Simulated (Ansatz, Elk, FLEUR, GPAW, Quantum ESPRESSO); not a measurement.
# One structure in several programs: Sr₂SeS (R-3m, 4 atoms in the cell)

Self-consistent single point.

```
CELL_PARAMETERS angstrom
      2.20603     1.27365     7.21334
     -2.20603     1.27365     7.21334
      0.00000    -2.54731     7.21334
ATOMIC_POSITIONS crystal
  Sr 0.24718 0.24718 0.24718
  Sr 0.75282 0.75282 0.75282
  Se 0.00000 0.00000 0.00000
  S  0.50000 0.50000 0.50000
```

Shared settings, as Ansatz (a first-principles code) writes them: kpoints.mp_grid.grid = 4 4 4; scf.occupations.method = fermi_dirac; scf.occupations.width = 0.0037 Ry. Potentials and cutoffs stand in the table.

| code | model | pressure (GPa) | largest force (eV/Å) | gap on the mesh (eV) | cutoff |
|---|---|---|---|---|---|
| GPAW | PBEsol, GPAW PAW datasets PBEsol (made by gpaw-setup) | -3.06 | 0.021 | 2.274 | 550 eV |
| Ansatz | PBEsol, PAW files made with PBE | -3.21 | 0.018 | 2.252 | 30.9 Ry |
| Quantum ESPRESSO | PBEsol, GBRV 1.5 ultrasoft (PBESOL) pseudopotentials | -3.23 | 0.015 | 2.252 | 40 Ry |
| FLEUR | PBEsol, all-electron FLAPW (FLEUR), scalar-relativistic valence | – | – | 2.306 | Kmax 3.8 1/bohr |
| Elk | PBEsol, all-electron FP-LAPW, Elk's shipped species files, default APW+lo basis | – | – | 2.292 | default |

A dash marks a value that a program does not give, or that is left out as unsure.

Gaps are read on the mesh.

The spread over the programs that give each value: pressure within 0.17 GPa; largest force within 0.006 eV/Å; gap on the mesh within 0.054 eV.

FLEUR and Elk treat all electrons, but the usual bases taken here (sphere radii, linearisation, local orbitals, empty states) were not tested for convergence, so the values are no reference for the others. Ansatz's pressure is given at a fixed set of plane waves, as the other plane-wave codes print theirs.

On the base mesh (5 5 5) the same programs gave: Ansatz pressure -3.23 GPa, gap on the mesh 2.374 eV; Quantum ESPRESSO pressure -3.25 GPa, gap on the mesh 2.375 eV; GPAW pressure -3.08 GPa, gap on the mesh 2.396 eV; Elk gap on the mesh 2.418 eV; FLEUR gap on the mesh 2.428 eV.

The values differ from the base mesh's, so the mesh still matters here: the table compares the programs at equal settings.

The starting cell comes from a database of computed structures (which also holds hypothetical and non-ambient phases and stackings), without a prior relaxation at this level. Its lattice was rescaled by a random factor within 2.5 % of one.

Left out of this page: CP2K (on another mesh).

Keys are those of Ansatz 0.2.
